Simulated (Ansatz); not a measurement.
Data:

```
MgO
1.0
    0.00000     2.08622     2.08622
    2.08622     0.00000     2.08622
    2.08622     2.08622     0.00000
Mg O
1 1
Direct
  0.00000   0.00000   0.00000
  0.50000   0.50000   0.50000
```

The numbers are results of PBEsol, rigid bands (plane waves, PAW, scalar-relativistic; Ansatz, a program for electronic structure), not measurements. Condition of this run: hydrostatic pressure 5 GPa (the target of the relaxation). Geometry: cell and atoms relaxed with PBEsol, then loaded as said.

Question: What conductivity effective mass do dilute holes have at 300 K?

Answer: 2.2 mₑ.

Question: What conductivity effective mass do dilute electrons have at 300 K?

Answer: 0.36 mₑ.

Question: And the band gap?

Answer: 4.91 eV at this level; semilocal functionals usually fall short of the measured gap.

Rigid bands, one relaxation time for all states, no polarons. Spin-orbit coupling is left out.
